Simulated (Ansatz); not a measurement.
**HfB2: response to strain**

Take HfB₂ (space group P6/mmm, No. 191; a = 3.128 Å, c = 3.446 Å; relaxed with 0.1 eV smearing) as the base.

Strains are applied to the cell and any free atomic positions relax.

The values are results of Ansatz (a first-principles code) PBEsol, scalar-relativistic without spin-orbit coupling, not measurements.

Notes on the quantities. energy relative to the base: free energy F; pressure: mean of the normal stresses, compression positive.

| case | volume per atom | energy relative to the base | pressure |
|---|---|---|---|
| base | 9.73 Å³ | 0 meV/atom | 0.0 GPa |
| isotropic strain −3.00 % | 8.88 Å³ | +70 meV/atom | 28.6 GPa |
| isotropic strain −2.50 % | 9.02 Å³ | +48 meV/atom | 23.0 GPa |
| isotropic strain −2.00 % | 9.16 Å³ | +30 meV/atom | 17.9 GPa |
| isotropic strain +0.50 % | 9.88 Å³ | +1.8 meV/atom | -3.8 GPa |
| isotropic strain +1.00 % | 10.03 Å³ | +7.0 meV/atom | -7.4 GPa |
| isotropic strain +1.50 % | 10.18 Å³ | +15 meV/atom | -10.7 GPa |
| isotropic strain +2.00 % | 10.33 Å³ | +27 meV/atom | -13.9 GPa |
| isotropic strain +2.50 % | 10.48 Å³ | +42 meV/atom | -16.8 GPa |
| isotropic strain +3.00 % | 10.63 Å³ | +59 meV/atom | -19.6 GPa |

No phonon test of stability was made. The final runs are not spin-polarised.
